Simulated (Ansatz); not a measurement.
Start from Cu in the fcc (Cu type) structure (space group Fm-3m, No. 225; a = 3.563 Å; relaxed with 0.1 eV smearing). Axes: x, y, z lie along the cube axes.

The values are results of Ansatz (a quantum-chemistry and plane-wave program) PBEsol, no SOC, earlier PAW set, not measurements.

Now apply this change: an isotropic linear strain of +1.32 %; the atoms relax in the strained cell.

Q: Predict the stress tensor and what it implies for the stiffness.

A: Stress of the strained cell less that of the base (GPa, compression positive):
```
   -6.0     0.0     0.0
    0.0    -6.0     0.0
    0.0     0.0    -6.0
```

Then B = −ΔP/(ΔV/V₀) with ΔV/V₀ = 0.0401 gives secant stiffness values (nonlinear terms included at this strain): B ≈ 149 GPa.

As a check, the harmonic strain energy −½ V₀ Δσ:ε is 8.4 meV/atom; the computed energy rise is 8.8 meV/atom.

No phonon test of stability was made. The final runs are not spin-polarised.
